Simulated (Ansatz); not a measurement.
Short convergence ladders for a (100) slab of HfN (cut from a parent of space group no. 225; 8 atoms in the cell)

```yaml
crystal:
  lattice:
    - [3.18014, 0.00000, 0.00000]
    - [-3.18014, 3.18014, 0.00000]
    - [0.00000, 0.00000, 20.74601]
  atoms:
    - { symbol: Hf, position: [0.00000, 0.00000, 0.44581] }
    - { symbol: Hf, position: [0.00000, 0.50000, 0.33741] }
    - { symbol: Hf, position: [0.00000, 0.00000, 0.66259] }
    - { symbol: Hf, position: [0.00000, 0.50000, 0.55420] }
    - { symbol: N, position: [0.00000, 0.00000, 0.33741] }
    - { symbol: N, position: [0.00000, 0.50000, 0.44581] }
    - { symbol: N, position: [0.00000, 0.00000, 0.55420] }
    - { symbol: N, position: [0.00000, 0.50000, 0.66259] }
```

Base method: PBEsol, PAW files made with PBE (plane waves; Ansatz, a quantum-chemistry and plane-wave program).

Base settings: basis.ecutwfc = 30.9 Ry; kpoints.mp_grid.grid = 13 13 1; hamiltonian.xc = pbesol; hamiltonian.pseudopotentials = {kind: paw} (the program's default PAW files); scf.occupations.method = fermi_dirac; scf.occupations.width = 0.0073 Ry.

The count of work is k-points × plane waves × bands × iterations; it is no time. Core times come from one kind of shared machine, to one figure; runs under 30 s give none.

**The plane-wave cutoff**

The mesh stays at the base's, so the ladder's end is converged at best in this setting alone.

Only quantities that move along the ladder and can be compared are tabulated.

```tsv
basis.ecutwfc	free energy less the last step's (meV/atom)	largest difference of a force vector from the last step's (eV/Å)	count of work / last
15.4 Ry	2749.64	0.142	0.099
18.4 Ry	819.73	0.041	0.14
21.7 Ry	178.14	0.014	0.18
26.1 Ry	28.71	0.005	0.23
30.9 Ry	2.86	0.002	0.30
37.1 Ry	0.95	0.001	0.39
46.3 Ry	0.47	0.001	0.56
61.7 Ry	0.00	0.000	1.0
```

Coarsest basis.ecutwfc that holds the free energy within 5 meV/atom of the last step, with all finer ones: 30.9 Ry, at 0.30 of the last step's count of work; the step before is off by 29 meV/atom.

Coarsest basis.ecutwfc that holds the forces within 0.02 eV/Å of the last step, with all finer ones: 21.7 Ry, at 0.18 of the last step's count of work; the step before is off by 0.041 eV/Å.

**The depth of the relaxed slab**

On the (100) slab of HfN (cut from a parent of space group no. 225; 4 atoms in the cell), and deeper slabs.

In this ladder: relax = atoms; relax.f_tol = 0.02 eV/Å.

Surface energy = (E_slab − N e_bulk)/2A, with e_bulk from the bulk crystal on its finest mesh (455 k-points); errors per atom of slab and bulk, whose meshes differ, grow with N.

The mesh stays at the base's, so the ladder's end is converged at best in this setting alone.

Only quantities that move along the ladder and can be compared are tabulated.

| atoms | surface energy (J/m²) | relaxation steps | core time / last (rough) |
|---|---|---|---|
| 4 | 1.720 | 4 | – |
| 12 | 1.658 | 5 | 0.4 |
| 16 | 1.666 | 5 | 0.6 |
| 20 | 1.680 | 5 | 1 |

Smallest size that holds the surface energy within 0.02 J/m²: not settled: the last two steps still differ by 0.014 J/m², over half the tolerance, so the ladder does not show it.

On the base run: the starting cell has typed, rounded lattice constants, without a prior relaxation at this level. The slab is cut from that crystal, and its faces are unrelaxed. Its lattice was rescaled by up to half a per cent. Spin polarisation is off, though cut faces can carry moments; the slab shows no gap. In the base run, forces exceed 1 eV/Å.

Keys are those of Ansatz 0.2.
